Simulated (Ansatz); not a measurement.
## WSe$_{2}$ (space group P6_3/mmc, No. 194; layered, stacked along the Cartesian z axis)

Space group P6₃/mmc (No. 194); a = 3.2305 Å, b = 3.2305 Å, c = 12.4111 Å, α = 90.00°, β = 90.00°, γ = 120.00°

```csv
atom,site,symmetry,x,y,z
W,2c,-6m2,0.3333,0.6667,0.2500
Se,4f,3m.,0.6667,0.3333,0.1146
```

Calculations: DFT with PBEsol-D3(BJ), PAW potentials and a 420 eV plane-wave cutoff in Ansatz (a program for electronic structure), no SOC. Γ-centred 12×12×3 mesh, Fermi–Dirac width 0.05 eV.

| Item | Value |
|---|---|
| Volume per atom | 18.70 Å³ |
| Density | 10.12 g/cm³ |
| Band gap | 0.67 eV, indirect, Γ → K–Γ (47 % along) |
| Hole mass | 1.5 mₑ along c, 0.60 mₑ across |
| Total energy | -7036.047 eV/atom (σ→0; compares only within this code and set-up) |

With W present, leaving out spin-orbit coupling can change the band edges. Effective masses come from finite differences of ±0.01 Å⁻¹. Whether these cells are dynamically stable was not tested.
